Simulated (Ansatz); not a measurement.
Levels about the gap of amorphous In24O30 (54 atoms in a cell of 818 Å³, 6.57 g/cm³; zone centre alone, so wide bands show as single levels with stretches between that a denser mesh fills), at the geometry that PBE relaxed, where it gives 0.1 GPa on a denser mesh. The participation number counts the atoms over which a state spreads; weights are charges in smoothed Voronoi cells. The levels come from a single point, so bond lengths are those of that geometry. Method of the levels: PBE, scalar-relativistic without spin-orbit coupling (Ansatz, a quantum-chemistry and plane-wave program). Sampling: the zone centre alone; Fermi-Dirac width 0.1 eV; no spin polarisation. The usual formal charges leave 12 electrons over, so the level spacing at the Fermi energy parts defect or band states and needn't be the band gap.

Preparation: random packing, a CHGNet melt and quench, and a DFT relaxation. O atoms were pushed apart under 1.9 Å during the dynamics, to hinder bonds among them. The hot cell started wider than the set density and was brought back towards it in steps. It is the lowest in DFT energy of 2 quenches. It is a model cell: composition and starting density were chosen by hand, and all elements were melted together. No dispersion term was used. Its density started from a set value of 7.22 and ended at 6.57 g/cm³. The quench (nominally 320 K/ps over its main leg) was far faster than any real one, so the model tends to hold more defects than a real film. A cell of this size samples the disorder only roughly. Volume and shape were free in the relaxation.

```json
[
 {"E - E(highest filled), eV": "-1.58", "filling": "filled", "participation number": "15.9", "largest on": "O, 4 neighbours", "weight O": "0.93", "weight In": "0.07"},
 {"E - E(highest filled), eV": "-1.48", "filling": "filled", "participation number": "7.1", "largest on": "O, 3 neighbours", "weight O": "0.94", "weight In": "0.06"},
 {"E - E(highest filled), eV": "-1.10", "filling": "filled", "participation number": "23.2", "largest on": "In, 2 neighbours", "weight O": "0.61", "weight In": "0.39"},
 {"E - E(highest filled), eV": "-0.87", "filling": "filled", "participation number": "21.2", "largest on": "In, 4 neighbours", "weight O": "0.56", "weight In": "0.44"},
 {"E - E(highest filled), eV": "-0.64", "filling": "filled", "participation number": "21.2", "largest on": "In, 4 neighbours", "weight O": "0.57", "weight In": "0.43"},
 {"E - E(highest filled), eV": "-0.49", "filling": "filled", "participation number": "20.9", "largest on": "In, 4 neighbours", "weight O": "0.56", "weight In": "0.44"},
 {"E - E(highest filled), eV": "0.00", "filling": "filled", "participation number": "10.3", "largest on": "In, 2 neighbours", "weight O": "0.43", "weight In": "0.57"},
 {"E - E(highest filled), eV": "0.83", "filling": "empty", "participation number": "40.7", "largest on": "In, 4 neighbours", "weight O": "0.51", "weight In": "0.49"},
 {"E - E(highest filled), eV": "1.34", "filling": "empty", "participation number": "25.2", "largest on": "In, 5 neighbours", "weight O": "0.48", "weight In": "0.52"},
 {"E - E(highest filled), eV": "1.78", "filling": "empty", "participation number": "22.1", "largest on": "In, 4 neighbours", "weight O": "0.51", "weight In": "0.49"},
 {"E - E(highest filled), eV": "1.96", "filling": "empty", "participation number": "34.2", "largest on": "In, 5 neighbours", "weight O": "0.53", "weight In": "0.47"},
 {"E - E(highest filled), eV": "2.18", "filling": "empty", "participation number": "26.3", "largest on": "In, 5 neighbours", "weight O": "0.53", "weight In": "0.47"},
 {"E - E(highest filled), eV": "2.32", "filling": "empty", "participation number": "27.8", "largest on": "In, 4 neighbours", "weight O": "0.45", "weight In": "0.55"},
 {"E - E(highest filled), eV": "2.50", "filling": "empty", "participation number": "30.8", "largest on": "In, 5 neighbours", "weight O": "0.48", "weight In": "0.52"}
]
```

Most localised among these is the filled level at -1.48 eV, on a O atom, which has 3 neighbours (In 2.09 Å, In 2.11 Å, In 2.30 Å).
